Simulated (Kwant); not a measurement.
Model system: quantum point contact (saddle potential) in a GaN two-dimensional gas. Effective mass 0.22 mₑ, grid spacing 12 nm, hard walls, nominal width 300 nm (25 grid rows, so walls 312 nm apart), one parabolic valley, scattering region 900 nm long along x; energies count from the band bottom; Fermi energy 0.000814 eV. Potential (V0 + ½k y²) cos²(πx/L) for |x| < L/2, with V0 swept from 0.0008547 to 0 eV, k = 2.4e-07 eV/nm², L = 350 nm.

Constants are typed, rounded textbook-type inputs, not results; the design itself was drawn at random and stands for no fabricated device.

Model: effective-mass tight-binding model on a square grid, one spin, coherent transport at 0 K (Kwant). Conductance is in e²/h.

Sweep values stay those of the base run.

The curvature of the confinement was swept, all else fixed.

| curvature of the confinement (eV/nm²) | G (e²/h) at V0 = 0.4335 meV | G (e²/h) at V0 = 0.6441 meV | mean G (e²/h) over the sweep | G (e²/h) at V0 = 0.2230 meV |
|---|---|---|---|---|
| 1.2e-7 | 1.96 | 0.92 | 1.95 | 2.99 |
| 1.7e-7 | 1.68 | 0.83 | 1.62 | 2.46 |
| 2e-7 | 1.43 | 0.78 | 1.50 | 2.12 |
| 2.4e-7 | 1.18 | 0.71 | 1.38 | 2.01 |
| 2.9e-7 | ___ | ___ | ___ | 1.99 |
| 3.6e-7 | 1.01 | 0.47 | 1.10 | 1.94 |
| 4.8e-7 | 1.00 | 0.28 | 0.97 | 1.42 |

Q: What belongs in the gaps?

A: 
- 2.9e-7, G (e²/h) at V0 = 0.4335 meV: 1.05
- 2.9e-7, G (e²/h) at V0 = 0.6441 meV: 0.61
- 2.9e-7, mean G (e²/h) over the sweep: 1.24
